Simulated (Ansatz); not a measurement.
We consider ScGeCN (model structure, started from the AlSiCN type, P3m1, No. 156, 4 atoms in the cell), described by PBEsol+SOC (Ansatz, a quantum-chemistry and plane-wave program, PAW).

Numerical settings: plane-wave cutoff 520 eV, 12×12×6 k mesh (along the axes of the cell as run), Fermi–Dirac smearing 0.01 eV, PAW data made under PBE.

Cell (relaxed with PBEsol):

```cif
data_CGeNSc
_chemical_formula_sum 'Sc1 Ge1 C1 N1'
_space_group_name_H-M_alt 'P3m1'
_space_group_IT_number 156
_space_group_name_Hall 'P 3 -2"'
_cell_length_a 3.37867
_cell_length_b 3.37867
_cell_length_c 5.28916
_cell_angle_alpha 90.000
_cell_angle_beta 90.000
_cell_angle_gamma 120.000
loop_
_atom_site_label
_atom_site_type_symbol
_atom_site_symmetry_multiplicity
_atom_site_Wyckoff_symbol
_atom_site_fract_x
_atom_site_fract_y
_atom_site_fract_z
_atom_site_occupancy
Sc1 Sc 1 b 0.33333 0.66667 0.52616 1
Ge1 Ge 1 c 0.66667 0.33333 0.99924 1
C1 C 1 b 0.33333 0.66667 0.09269 1
N1 N 1 c 0.66667 0.33333 0.63190 1
```

### Question
Predict the band gap, smallest direct gap on the k points sampled and direct gap at Γ.

### Answer

- band gap: 2.19 eV (indirect)
- smallest direct gap on the k points sampled: 2.32 eV
- direct gap at Γ: 2.61 eV

Note: the relaxation could raise the start's symmetry but not lower it, so the cell can be a saddle point.

Static lattice: no zero-point or thermal effects.

A model structure was made by putting elements into a prototype or built by hand; it is no filed structure, need not be a known phase, and can be a saddle point held by its symmetry.
